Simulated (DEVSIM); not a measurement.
**abrupt GaSb n-p junction**

System: abrupt GaSb n-p junction, at 300 K.

| layer (left to right) | material | thickness (μm) | Nd (cm⁻³) | Na (cm⁻³) | τn (s) | τp (s) |
|---|---|---|---|---|---|---|
| 1 | GaSb | 2.90 | 1.5e16 | - | 3.3e-8 | 3.3e-8 |
| 2 | GaSb | 5.80 | - | 5.4e15 | 3.3e-8 | 3.3e-8 |

Left contact: ohmic. Right contact: ohmic. Voltage is applied to the left contact. Recombination: SRH at mid-gap, radiative, Auger. Mobility is constant in doping.

Constants are typed, rounded textbook-type inputs, not results; the design itself was drawn at random and stands for no fabricated device. Values at 300 K.

```tsv
parameter	GaSb
gap (eV)	0.726
affinity (eV)	4.06
permittivity	15.7
Nc (cm⁻³)	2.1e17
Nv (cm⁻³)	1.8e19
μn (cm²/Vs)	5000
μp (cm²/Vs)	850
B (cm³/s)	1e-10
Cn (cm⁶/s)	5e-30
Cp (cm⁶/s)	5e-30
```

Model (solved in DEVSIM): 1D drift-diffusion, Boltzmann statistics, complete ionisation; no tunnelling, impact ionisation, image-force lowering or self-heating.

```yaml
potential_step_across_the_device_at_zero_bias: 0.448 V
largest_field_in_the_device_at_zero_bias: 19000 V/cm
Dark forward voltage at 1 A/cm²: 0.281 V
Dark forward voltage at 100 A/cm²: 0.414 V
```

Dark forward current:

```
V (V)  J (A/cm²)
-----  ---------
-0.05   -0.00016
-0.10    -0.0011
-0.15    -0.0068
-0.20     -0.045
-0.25      -0.30
-0.30       -2.1
-0.35        -13
-0.40        -70
-0.45       -250
-0.50       -620
-0.55      -1200
-0.60      -2000
-0.65      -3000
```

Dark reverse current:

```json
[
 {"V (V)": "0.40", "J (A/cm²)": "1.0e-4"},
 {"V (V)": "1.00", "J (A/cm²)": "0.00017"},
 {"V (V)": "2.00", "J (A/cm²)": "0.00026"},
 {"V (V)": "3.00", "J (A/cm²)": "0.00034"},
 {"V (V)": "4.00", "J (A/cm²)": "0.00040"},
 {"V (V)": "6.00", "J (A/cm²)": "0.00051"},
 {"V (V)": "8.00", "J (A/cm²)": "0.00060"},
 {"V (V)": "10.00", "J (A/cm²)": "0.00068"}
]
```
